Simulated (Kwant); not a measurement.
System: quantum point contact (saddle potential) in a CdTe two-dimensional gas. Effective mass 0.096 mₑ, grid spacing 7.5 nm, hard walls, nominal width 150 nm (19 grid rows, so walls 150 nm apart), one parabolic valley, scattering region 450 nm long along x; energies count from the band bottom; Fermi energy 0.00537 eV. Potential (V0 + ½k y²) cos²(πx/L) for |x| < L/2, with V0 swept from 0.0056385 to 0 eV, k = 4.9e-06 eV/nm², L = 100 nm.

The device is made up for the run: typed textbook-type constants, with dimensions and the other settings drawn at random.

Computed with Kwant: effective-mass tight-binding model on a square grid, one spin, coherent transport at 0 K. Conductance is in e²/h.

Problem. Compare with the saddle-point formula G = Σ 1/(1 + exp(−2π(E − V0 − ħωy(n + ½))/ħωx)), taking ħωy = ħ√(k/m) and ħωx from the curvature along x of V0 plus half of the mode's confinement energy.

Solution. ħωy = 1.97 meV; at V0 = 4.58 meV the lowest mode has ħωx = 2.82 meV.

| V0 (meV) | formula | simulation |
|---|---|---|
| 5.31 | 0.13 | 0.14 |
| 4.58 | 0.41 | 0.44 |
| 3.84 | 0.83 | 0.86 |
| 3.11 | 1.14 | 1.16 |
| 2.37 | 1.54 | 1.60 |
| 1.63 | 1.95 | 1.99 |

The formula takes a parabolic saddle in the continuum; the run has the full potential on a grid.
